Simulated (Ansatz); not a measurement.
**Element substitutions in ZnSe**

Consider ZnSe in the zinc blende structure (space group F-43m, No. 216).

```
CELL_PARAMETERS angstrom
      0.00000     2.83273     2.83273
      2.83273     0.00000     2.83273
      2.83273     2.83273     0.00000
ATOMIC_POSITIONS crystal
  Se 0.75000 0.75000 0.75000
  Zn 0.00000 0.00000 0.00000
```

Each row replaces one element on all its sites; cell and atoms are relaxed.

All numbers come from r2SCAN (Ansatz, a quantum-chemistry and plane-wave program; PAW; 500 eV plane waves; no spin-orbit coupling).

Candidates:
(a) Se → As
(b) Se → Pt
(c) Zn → Mg

Before the change:

```
Item                             Value
-----------------------------  -------
Shortest interatomic distance  2.453 Å
```

### Question
Order them by shortest interatomic distance, lowest first.

### Answer
(b) Se → Pt (2.420 Å), (a) Se → As (2.429 Å), (c) Zn → Mg (2.575 Å)

No phonon test of stability was made. As relaxed here, ZnAs and ZnPt are hypothetical phases, not in the database extracts checked. For MgSe in this form, whether it has been made was not checked. All final runs are without spin polarisation. An odd electron count without spin: ZnAs. This is not the structure that MgSe has at room temperature and ambient pressure.
